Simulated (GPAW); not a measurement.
# A self-consistent single point of SnO (P4/nmm, 4 atoms in the cell) with GPAW

Method: PBE, GPAW PAW datasets PBE (gpaw-data 1.0.1) (plane waves; GPAW 25.7.0).

Input as run:

```python
from ase import Atoms
from ase.units import GPa
from gpaw import GPAW

atoms = Atoms(['Sn', 'Sn', 'O', 'O'],
              cell=[[3.813700, 0.000000, 0.000000],
                    [0.000000, 3.813700, 0.000000],
                    [0.000000, 0.000000, 4.886910]],
              positions=[[0.000000, 1.906850, 1.150232],
                         [1.906850, 0.000000, 3.736678],
                         [1.906850, 1.906850, 0.000000],
                         [0.000000, 0.000000, 0.000000]],
              pbc=True)

calc = GPAW(mode={'name': 'pw', 'ecut': 950},
            xc='PBE',
            kpts={'size': (5, 5, 4), 'gamma': True},
            occupations={'name': 'fermi-dirac', 'width': 0.01},
            nbands=-6,
            convergence={'density': 1e-05, 'energy': 1e-05, 'bands': -4},
            symmetry={'symmorphic': False, 'tolerance': 0.0005},
            maxiter=150)

atoms.calc = calc

energy = atoms.get_potential_energy()
print('Energy (eV):', round(energy, 6))
forces = atoms.get_forces()
print('Forces (eV/Ang):')
print(forces.round(5))
stress = atoms.get_stress()
print('Stress (GPa, Voigt):', (stress / GPa).round(4))
```

The program printed (abridged):

```
Input parameters:
  convergence: {bands: -4,
                density: 1e-05,
                energy: 1e-05}
  kpts: {gamma: True,
         size: (5, 5, 4)}
  maxiter: 150
  mode: {ecut: 950,
         name: pw}
  nbands: -6
  occupations: {name: fermi-dirac,
                width: 0.01}
  symmetry: {symmorphic: False,
             tolerance: 0.0005}
  xc: PBE

species:
  Sn:
    name: Tin
    Z: 50.0
    valence: 14
    core: 36
    charge: 0.0
    file: Sn.PBE.gz

    # Using partial waves for Sn as LCAO basis

  O:
    name: Oxygen
    Z: 8.0
    valence: 6
    core: 2
    charge: 0.0
    file: O.PBE.gz

    # Using partial waves for O as LCAO basis

Reference energy: -340103.091216  # eV

Spin-paired calculation

Convergence criteria:
 Maximum [total energy] change in last 3 cyles: 1e-05 eV / valence electron
 Maximum integral of absolute [dens]ity change: 1e-05 electrons / valence electron
 Maximum integral of absolute [eigenst]ate change: 4e-08 eV^2 / valence electron
 Maximum number of scf [iter]ations: 150

Symmetries present (total): 16
Symmetries with fractional translations: 8
100 k-points: 5 x 5 x 4 Monkhorst-Pack grid + [0.000000,0.000000,1/8]
18 k-points in the irreducible part of the Brillouin zone
       k-points in crystal coordinates                weights
   0:     0.00000000    0.00000000    0.00000000          1/100
   1:     0.00000000    0.00000000    0.25000000          2/100
   2:     0.00000000    0.00000000    0.50000000          1/100
   [... 7 lines left out ...]
          ...
  17:     0.40000000    0.40000000    0.50000000          4/100

Wave functions: Plane wave expansion
  Cutoff energy: 950.000 eV
  Number of coefficients (min, max): 4704, 4789
  Pulay-stress correction: 0.000000 eV/Ang^3 (de/decut=0.000000)

Occupation numbers: Fermi-Dirac:
  width: 0.0100  # eV

Eigensolver

Densities:
  Coarse grid: 28*28*35 grid
  Fine grid: 56*56*70 grid
  Total Charge: 0.000000

Density mixing:
  Method: separate
  Backend: pulay
  Linear mixing parameter: 0.05
  old densities: 5
  Damping of long wavelength oscillations: 50

Hamiltonian:
  XC and Coulomb potentials evaluated on a 56*56*70 grid
  External potential:
    NoExternalPotential

XC parameters: PBE with 2 nearest neighbor stencil

Number of atoms: 4
Number of atomic orbitals: 26
Number of bands in calculation: 26
Number of valence electrons: 40
Bands to converge: 22

Density initialized from atomic densities
  26 bands from LCAO basis set

Atomic positions and initial magnetic moments

Positions:
   0 Sn     0.000000    1.906850    1.150232    ( 0.0000,  0.0000,  0.0000)
   1 Sn     1.906850    0.000000    3.736678    ( 0.0000,  0.0000,  0.0000)
   2 O      1.906850    1.906850    0.000000    ( 0.0000,  0.0000,  0.0000)
   3 O      0.000000    0.000000    0.000000    ( 0.0000,  0.0000,  0.0000)

Unit cell:
           periodic     x           y           z      points  spacing
  1. axis:    yes    3.813700    0.000000    0.000000    28     0.1362
  2. axis:    yes    0.000000    3.813700    0.000000    28     0.1362
  3. axis:    yes    0.000000    0.000000    4.886910    35     0.1396

  Lengths:   3.813700   3.813700   4.886910
  Angles:   90.000000  90.000000  90.000000

Effective grid spacing dv^(1/3) = 0.1373

     iter     time        total  log10-change:
                         energy   eigst   dens
iter:   1 --:--:--   -26.881425   +0.44
iter:   2 --:--:--   -25.833485   -0.62  -1.04
iter:   3 --:--:--   -23.698051   -0.54  -1.10
iter:   4 --:--:--   -23.659577   -1.19  -1.38
iter:   5 --:--:--   -23.626765   -1.74  -1.53
iter:   6 --:--:--   -23.617488   -2.64  -2.02
iter:   7 --:--:--   -23.618664   -2.41  -2.15
iter:   8 --:--:--   -23.613506   -2.80  -2.26
iter:   9 --:--:--   -23.613016   -4.49  -2.87
iter:  10 --:--:--   -23.612641   -5.04  -2.88
iter:  11 --:--:--   -23.612064   -4.37  -2.99
iter:  12 --:--:--   -23.612028   -4.80  -3.47
iter:  13 --:--:--   -23.612029c  -6.17  -3.94
iter:  14 --:--:--   -23.612028c  -6.95  -3.91
iter:  15 --:--:--   -23.612028c  -5.48  -4.02
iter:  16 --:--:--   -23.612025c  -6.73  -4.15
iter:  17 --:--:--   -23.612025c  -7.92c -4.72
iter:  18 --:--:--   -23.612025c  -8.52c -4.69
iter:  19 --:--:--   -23.612025c  -7.34  -4.77
iter:  20 --:--:--   -23.612025c  -7.97c -4.62
iter:  21 --:--:--   -23.612025c  -9.60c -4.98
iter:  22 --:--:--   -23.612025c  -8.65c -4.99
iter:  23 --:--:--   -23.612025c  -9.28c -5.08c

Converged after 23 iterations.

Dipole moment: (-0.000000, 0.000000, -0.000000) |e|*Ang

Energy contributions relative to reference atoms: (reference = -340103.091216)

Kinetic:        +37.472843
Potential:      -36.029360
External:        +0.000000
XC:             -25.279841
Entropy (-ST):   -0.000000
Local:           +0.224333
SIC:             +0.000000
--------------------------
Free energy:    -23.612025
Extrapolated:   -23.612025

Showing only first 2 kpts
 Kpt  Band  Eigenvalues  Occupancy
  0    18      3.46342    2.00000
  0    19      6.66916    2.00000
  0    20      8.70534    0.00000
  0    21     10.91525    0.00000

  1    18      3.45601    2.00000
  1    19      6.00890    2.00000
  1    20      8.31703    0.00000
  1    21     10.25652    0.00000

Fermi level: 6.89551

Gap: 0.562 eV
Transition (v -> c):
  (s=0, k=0, n=19, [0.00, 0.00, 0.00]) -> (s=0, k=15, n=20, [0.40, 0.40, 0.00])
Direct/indirect transitions are different
Direct gap: 2.036 eV
Transition at: (s=0, k=0, n=19, [0.00, 0.00, 0.00])
Energy (eV): -23.612025

Forces in eV/Ang:
  0 Sn    0.00000    0.00000    0.31090
  1 Sn    0.00000    0.00000   -0.31090
  2 O     0.00000    0.00000    0.00000
  3 O     0.00000    0.00000    0.00000

Stress tensor:
    -0.019603     0.000000     0.000000
     0.000000    -0.019603     0.000000
     0.000000     0.000000    -0.016298
Stress (GPa, Voigt): [-3.1407 -3.1407 -2.6112  0.      0.      0.    ]
```

The run converged in 23 iterations. GPAW prints stress with tension positive.

At such cutoffs GPAW's stress carries a finite-basis (Pulay) error, which enters relaxed cells too; its log prints stress with tension positive.

The starting cell comes from a database of computed structures (which also holds hypothetical and non-ambient phases and stackings), without a prior relaxation at this level. Another mesh or the band path of this cell gives a smaller gap, so this value is not converged in the mesh.

Cost on one core of a shared machine: roughly 40 s.
